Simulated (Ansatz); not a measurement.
The starting structures come from a database of crystals and need not be the phases stable at ambient conditions.

 Where the default PAW files enter, the runs use the earlier of Ansatz's two default sets.

Given:

```
CELL_PARAMETERS angstrom
      5.28485     0.00000     0.00000
      2.64242     4.57681     0.00000
      2.64243     1.52560     4.84596
ATOMIC_POSITIONS crystal
  Li 0.63781 0.63781 0.08657
  Li 0.36219 0.36219 0.91343
  Nb 0.85560 0.85560 0.43319
  Nb 0.14440 0.14440 0.56681
  O  0.78391 0.43784 0.73241
  O  0.21609 0.56216 0.26759
  O  0.43784 0.04584 0.73241
  O  0.56216 0.95416 0.26759
  O  0.04584 0.78391 0.73241
  O  0.95416 0.21609 0.26759
```

Space group of this cell: R-3. The cell is taken as given; by r2SCAN its mean pressure is -8.9 GPa.

The current runs along the normal of the first two printed vectors, the (001) plane. All runs by Ansatz (a first-principles code), plane waves and PAW, without spin-orbit coupling; the base is r2SCAN.

| run | mean pressure (GPa) | gap (eV) | mid-gap κ (1/Å) |
|---|---|---|---|
| base | -8.9 | 4.23 | 0.492 |
| all lengths scaled by 0.98 | 2.5 | 4.51 | 0.505 |
| all lengths scaled by 1.02 | -17.3 | ___ | ___ |
| lda in place of r2scan | -13.9 | 3.76 | 0.464 |
| lengths across the current scaled by 0.98, ions clamped | -0.7 | 4.45 | 0.506 |
| lengths across the current scaled by 1.02, ions clamped | -15.5 | 3.98 | 0.477 |
| lengths along the current scaled by 0.97, ions clamped | -4.8 | ___ | ___ |
| lengths along the current scaled by 1.03, ions clamped | -12.3 | 4.14 | 0.495 |
| pbesol in place of r2scan | -9.5 | ___ | ___ |

Fill in the missing entries.


- all lengths scaled by 1.02, gap (eV): 3.94
- all lengths scaled by 1.02, mid-gap κ (1/Å): 0.480
- lengths along the current scaled by 0.97, ions clamped, gap (eV): 4.27
- lengths along the current scaled by 0.97, ions clamped, mid-gap κ (1/Å): 0.487
- pbesol in place of r2scan, gap (eV): 3.79
- pbesol in place of r2scan, mid-gap κ (1/Å): 0.466
